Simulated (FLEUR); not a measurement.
```xyz
4
Lattice="-1.8955 1.8955 3.0858 1.8955 -1.8955 3.0858 1.8955 1.8955 -3.0858" Properties=species:S:1:pos:R:3 pbc="T T T"
La     0.0000     0.0000     0.0000
H      0.0000     1.8955     1.5429
H      1.8955     0.0000     1.5429
H      0.0000     0.0000     3.0858
```

Computed with PBEsol, all-electron FLAPW (FLEUR), scalar-relativistic valence with spin-orbit coupling in second variation (FLEUR).

The set-up and first iterations of a FLEUR log for LaH₃ (I4/mmm, 4 atoms in the cell):

```
      Welcome to FLEUR        (www.flapw.de)
      MaX-Release 8.1          (www.max-centre.eu)

 ========== k-point set info ==========
 Selected k-point list: default-1
 k-point list type: mesh
 6 x 6 x 6
 Number of k points: 36

 ------------Calculation Setup---------------------------
           1           2           3           4           6           9          12          18          36
 Number of basis functions:          526
 Iteration:     1   Distance:      10.12461807 me/bohr^3
 Iteration:     2   Distance:       9.35058782 me/bohr^3
 Iteration:     3   Distance:       2.35495707 me/bohr^3
 Iteration:     4   Distance:       3.40439412 me/bohr^3
 Iteration:     5   Distance:       0.99391595 me/bohr^3
```

Task: Will this run converge, and how will it end?

Result: The run converged in 26 iterations. Its thresholds were met; that alone does not show that basis and mesh suffice. It ends on: free energy E − TS -231193.6916 eV; top of the valence band (on the code's own zero) 9.20 eV; gap on the k-point mesh 0.32 eV. The log goes on:

```
   [... 17 lines left out ...]
 Iteration:    23   Distance:       0.00006412 me/bohr^3
 Iteration:    24   Distance:       0.00005329 me/bohr^3
 Iteration:    25   Distance:       0.00012402 me/bohr^3
 Iteration:    26   Distance:       0.00000618 me/bohr^3
 Run finished successfully
 Stop message:
   all done

[file out, last iteration]
             iter=     26
[...]
          total density-effective poten   -1.4329877764E+04
          total charge density-energy d   -2.0188376254E+02
 Updated energy parameters for spin:           1
[...]
 fermi energy and band-weighting factors:

[...]
FERMIE:
          first approx. to ef    (T=0)  :   0.337968 htr   (energy of the highest occ. eigenvalue)
          number of occ. states  (T=0)  :        504
          first approx. to seigv (T=0)  :  -4.185363 htr
          sum of weights of occ. states :  14.000000
          sum of semicore charge        :   0.000000 e
FERHIS:  Fermi-Energy by histogram:
          bandgap                     :   0.011735 htr
          charge neutrality (T=0)     :   0.000000    (zero if the highest occ. eigenvalue is "entirely" occupied)
     EF_NEWTON:  Adjust Fermi-Energy by Newton-Method.
               Number of iterations needed  :   4
   [... lines left out ...]
 Direct bandgap for spin            1 :    1.3965756142215568E-002  Htr
 ---->    free energy=                     -8496.2114581803 htr
   [... lines left out ...]
                       FX_TOT= 0.000000 FY_TOT= 0.000000 FZ_TOT= 0.000000
 TOTAL FORCE FOR ATOM TYPE=  3  X=  0.000   Y=  0.000   Z=  5.831
                       FX_TOT= 0.000000 FY_TOT= 0.000000 FZ_TOT= 0.000000
No new postions, force convergence required= 0.00001; max force distance= 0.00000
---->    distance of charge densities for spin  1                 it=   26:     0.000006 me/bohr**3
GENERALIZED ANDERSON MIXING: alpha=   0.05000 History-length=11
     ******* it= 26  is completed********
```

For comparison: a first run (DFT, PBEsol, all-electron FLAPW (FLEUR), scalar-relativistic valence) was changed to give this one (l_soc: F → T; l_f: T → F), and from it to this one the gap on the mesh hardly changes (0.324 to 0.319 eV).

The starting cell comes from a database of computed structures (which also holds hypothetical and non-ambient phases and stackings), without a prior relaxation at this level. Its lattice was rescaled by a random factor within 2.5 % of one. Values depend on the basis (sphere radii, cutoffs, local orbitals), which need not be converged.

The run was DFT, PBEsol, all-electron FLAPW (FLEUR), scalar-relativistic valence with spin-orbit coupling in second variation. Main settings of its input:

```
key                            value
--------------------  --------------
Kmax                      4.6 1/bohr
GmaxXC                   13.8 1/bohr
xcFunctional                    PBEs
jspins                             1
l_soc                              T
mode                            hist
fermiSmearingEnergy   0.00183747 Htr
mesh (inpgen div1-3)           6 6 6
inpgen gamma flag               true
Gmax                     13.8 1/bohr
numbands                           0
maxIterBroyd                      15
```
